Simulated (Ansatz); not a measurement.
We consider RhSb (model structure, started from the CoSn type, P6/mmm, No. 191, 6 atoms in the cell), described by LDA (Ansatz, a first-principles code, PAW).

Settings: plane-wave cutoff 520 eV, 12×12×12 k mesh, Fermi–Dirac smearing 0.05 eV, no spin polarisation, scalar-relativistic PAW data made under PBE.

Cell (relaxed at this level):

```yaml
crystal:
  lattice:
    - [5.58777, 0.00000, 0.00000]
    - [-2.79389, 4.83915, 0.00000]
    - [0.00000, 0.00000, 4.19643]
  atoms:
    - { symbol: Rh, position: [0.50000, 0.00000, 0.00000] }
    - { symbol: Rh, position: [0.50000, 0.50000, 0.00000] }
    - { symbol: Rh, position: [0.00000, 0.50000, 0.00000] }
    - { symbol: Sb, position: [0.00000, 0.00000, 0.00000] }
    - { symbol: Sb, position: [0.33333, 0.66667, 0.50000] }
    - { symbol: Sb, position: [0.66667, 0.33333, 0.50000] }
```

Problem. Predict the bulk modulus.

Solution. 
- bulk modulus: 156 GPa

Note: the run has no spin polarisation, so it can have missed a magnetic state; the bulk modulus is −V dP/dV from two relaxed cells at ±2 % in volume; the relaxation could raise the start's symmetry but not lower it, so the cell can be a saddle point.

Spin–orbit coupling is not included; it can open a gap where bands touch, and shift volumes and moduli.

A model structure was made by putting elements into a prototype or built by hand; it is no filed structure, need not be a known phase, and can be a saddle point held by its symmetry.
